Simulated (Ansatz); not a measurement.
GaSe: point defects

Take a 16-atom supercell of GaSe in the beta-GaS type structure (space group P6_3/mmc, No. 194; a = 3.705 Å, c = 15.508 Å; layered, stacked along the Cartesian z axis) at its relaxed geometry as the base.

One neutral defect a cell, atoms relaxed at fixed cell.

The values are results of plane-wave PAW DFT at the PBEsol-D3(BJ) level (Ansatz, a first-principles code, 420 eV), no SOC, earlier PAW set, not measurements.

| change | pressure | largest displacement of a host atom from its site in the perfect cell |
|---|---|---|
| perfect supercell | 0.0 GPa | – |
| Li interstitial (started 2.61 Å from the nearest host atom) | 0.9 GPa | 0.13 Å |
| O on a Se site | -2.1 GPa | 0.29 Å |
| Ga vacancy | -1.2 GPa | 1.96 Å |
| Se vacancy, symmetric start | -1.2 GPa | 0.53 Å |

Other magnetic orders, which the real material may have, were not ruled out. In so small a cell the defect repeats every few ångströms: this is an ordered compound, not a dilute defect. The mesh was chosen for an insulator and is coarse for the gapless case. Defects with a symmetric start kept the site's symmetry and may sit on a saddle; the others started slightly shaken. Seeded moments were not kept for Li interstitial (started 2.61 Å from the nearest host atom), O on a Se site, Ga vacancy and Se vacancy. The D3 term's C6 switches between coordination references near this geometry, which can add small steps to energies.
